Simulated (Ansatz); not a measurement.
# CaO: element substitutions

Start from CaO in the rock salt structure (space group Fm-3m, No. 225; a = 4.831 Å).

Each row replaces one element on all its sites; cell and atoms are relaxed.

Calculations: PBE (Ansatz, an electronic-structure program), scalar-relativistic without spin-orbit coupling.

**Question.** Only one of these has no band gap. Which?
A. O → F
B. Ca → Sr
C. O → Se

**Answer.** A, O → F. Computed: O → Se: 2.08 eV; O → F: zero; Ca → Sr: 3.33 eV

Whether these cells are dynamically stable was not tested. As relaxed here, CaF is a hypothetical phase, not in the database extracts checked. The final runs are not spin-polarised. An odd electron count without spin: CaF.
